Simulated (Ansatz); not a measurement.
## NiPt (P4/mmm, No. 123; cell taken from a computed entry)

Computed with r²SCAN+rVV10 (Ansatz, a first-principles code, PAW).

Run with plane-wave cutoff 560 eV, 20×20×16 k mesh (along the axes of the cell as run), Fermi–Dirac smearing 0.05 eV, spin-polarised start, scalar-relativistic PAW data made under PBE.

Cell: relaxed at this level.

| Property | Result |
|---|---|
| band gap | none |
| lattice constant a | 2.700 Å |
| lattice parameter c | 3.559 Å |

Note: the magnetic order was assumed, not searched for or taken from measurement; the relaxation could not lower the start's symmetry, so the cell can be a saddle point above a distorted one.

Spin–orbit coupling is not included.

Static lattice: no zero-point or thermal effects.

It cost around 21 core-minutes (rough) of CPU time.
